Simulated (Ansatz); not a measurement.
Hypothetical CdI2 type TeS2: thickness series

Take TeS₂ in the CdI2 type structure (space group P-3m1, No. 164; a = 3.792 Å, c = 5.700 Å; a hypothetical phase, not in the database extracts checked; layered, stacked along the Cartesian z axis) as the base.

Free-standing slabs (3 atom(s) a layer) normal to the stacking axis with 15 Å of vacuum; in-plane cell relaxed.

All numbers come from Kohn–Sham DFT with the PBE-D3(BJ) functional, run in Ansatz (a program for electronic structure) with PAW and 420 eV plane waves, no SOC.

Base values:

```
Quantity   Result
--------  -------
Band gap  0.12 eV
```

### Question
The aim is a band gap between 0.49 eV and 0.54 eV. Which of these changes reaches it?
(A) 1 layer
(B) 4 layers
(C) 2 layers
(D) 3 layers

### Answer
C, 2 layers. It gives 0.52 eV; 4 layers gives 0.30 eV; 1 layer gives 0.65 eV; 3 layers gives 0.40 eV. Changes not listed may reach it too

Spin-orbit coupling, missing from the scalar runs, can matter with Te. No phonon test of stability was made. The zero or small gap of TeS2 can change with the level of theory.
